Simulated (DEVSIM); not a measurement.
Device: Schottky contact on n-type ZnO, at 300 K.

Layer 1 from the left is ZnO, thickness (μm) 1.30, Nd (cm⁻³) 1e14, τn (s) 4.6e-10, τp (s) 4.6e-10.

Left contact: Schottky, work function 5.68 eV, emission velocity 1.1e7 cm/s. Right contact: ohmic. Voltage is applied to the left contact. Recombination: SRH at mid-gap, radiative. Mobility is μmin + (μ − μmin)/(1 + (N/Nref)^α).

This is a model device: material constants are rounded textbook-type values typed into the input, and sizes, dopings and lifetimes were drawn at random. Values at 300 K.

ZnO: gap (eV) 3.37, affinity (eV) 4.5, permittivity 8.7, Nc (cm⁻³) 3.7e18, Nv (cm⁻³) 1.8e19, μn (cm²/Vs) 200, μp (cm²/Vs) 20, μn,min 20, μp,min 2, Nref,n 1e18, Nref,p 1e18, αn 0.6, αp 0.6, B (cm³/s) 1e-10.

Model (solved in DEVSIM): 1D drift-diffusion, Boltzmann statistics, complete ionisation; no tunnelling, impact ionisation, image-force lowering or self-heating. Metal contacts follow the ideal Schottky-Mott rule: no Fermi-level pinning, no interface dipoles.

Dark forward current:

```tsv
|V| (V)	|J| (A/cm²)
0.10	5.486e-13
0.15	3.687e-12
0.20	2.432e-11
0.25	1.595e-10
0.30	1.042e-9
0.35	6.771e-9
0.40	4.378e-8
0.45	2.813e-7
0.50	1.793e-6
0.55	1.132e-5
0.60	7.049e-5
0.65	0.0004308
0.70	0.002553
0.75	0.01428
0.80	0.07076
0.85	0.2759
0.90	0.7665
0.95	1.559
1.00	2.556
1.05	3.665
1.10	4.829
1.15	6.021
1.20	7.227
1.25	8.441
1.30	9.659
1.35	10.88
```

Q: Work out the local ideality factor n = ΔV / (kT/q · ln(J2/J1)) between the rows 0.15 and 0.20 V, 1.30 and 1.35 V.

A: kT/q = 25.85 mV. From 0.15 to 0.20 V: ln(2.432e-11/3.687e-12) = 1.886, n = 1.03, near the 1 of diffusion or emission over a barrier. From 1.30 to 1.35 V: ln(10.88/9.659) = 0.119, n = 16.25; the layers' resistance at their doping, Σ W/(qμN) = 0.041 Ω cm², would take 50 mV of this step of 50 mV.

Q: Estimate the current at 0.35 V for emission alone, J0 = q v N_band exp(−φB/kT), and read the barrier back from the simulated current.

A: φB = 1.180 eV, N_band = 3.70e18 cm⁻³, J0 = 9.76e-14 A/cm²; J = J0 (exp(qV/kT) − 1) = 7.41e-8 A/cm². The simulation gives 6.77e-9 A/cm²; the estimate lies 990 % above. Read backwards, the simulated current gives an apparent barrier of 1.242 eV. The estimate leaves out transport through the depletion region and minority injection.
